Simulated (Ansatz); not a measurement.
**How far PBE and PBEsol part for hypothetical diamond Nb, 2 layers**

Base system: Nb in the diamond structure (space group Fd-3m, No. 227; a = 5.905 Å; a hypothetical phase, not in the database extracts checked). Axes: x, y, z lie along the cube axes.

(Cell as relaxed with PBE.)

Levels (all Ansatz, a program for electronic structure, PAW): PBE (420 eV, spin-orbit coupling left out); PBEsol (420 eV, no spin-orbit coupling).

Each level relaxes its own structure.

```
base                      PBE    PBEsol
-------------------  --------  --------
volume per atom      25.74 Å³  24.46 Å³
lattice parameter a   5.905 Å   5.806 Å
band gap                 zero      zero
```

Perturbation: a free-standing slab of 2 layers (4 atoms, 2 a layer) is cut normal to [110], with 15 Å of vacuum and the in-plane cell held at bulk.

| quantity | PBE | PBEsol |
|---|---|---|
| excess energy per area of both faces (slab less bulk energy over the cell's area: twice a surface energy) | 0.94 J/m² | 1.24 J/m² |
| band gap | zero | zero |
| shortest interatomic distance | 2.143 Å | 2.132 Å |

PBE's excess energy per area of both faces lies 0.30 J/m² below PBEsol's; PBE's shortest interatomic distance lies 0.011 Å above PBEsol's (0.5 %); the two agree on the band gap. Neither level is exact; PBEsol is the comparison here, not a measurement.

The excess energy carries the mismatch between the slab's and the bulk's meshes. Whether these cells are dynamically stable was not tested. The final runs are not spin-polarised. Nb has a high density of states at the Fermi level and may be magnetic at this level.
